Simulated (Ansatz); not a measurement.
## TiO$_{2}$ in the anatase structure (space group I4_1/amd, No. 141)

```
TiO2
1.0
   -1.88485     1.88485     4.77607
    1.88485    -1.88485     4.77607
    1.88485     1.88485    -4.77607
Ti O
2 4
Cartesian
  0.00000   1.88485   2.38804
  0.00000   0.00000   0.00000
  0.00000   1.88485   4.37031
  0.00000   0.00000   7.56987
  0.00000   1.88485   0.40577
  0.00000   0.00000   1.98227
```

Level of theory: Ansatz (a quantum-chemistry and plane-wave program), PBEsol, PAW, cutoff 420 eV, spin-orbit coupling left out. Γ-centred 12×12×12 mesh, Fermi–Dirac width 0.05 eV.

Volume per atom: 11.31 Å³
Density: 3.91 g/cm³
Band gap: 2.11 eV, indirect, Γ–X (87 % along) → Γ
Total energy: -1199.956 eV/atom (σ→0; compares only within this code and set-up)

Stability against distortions was not tested. The base started in C2/c and relaxed to I4_1/amd at this level. The final runs are not spin-polarised.
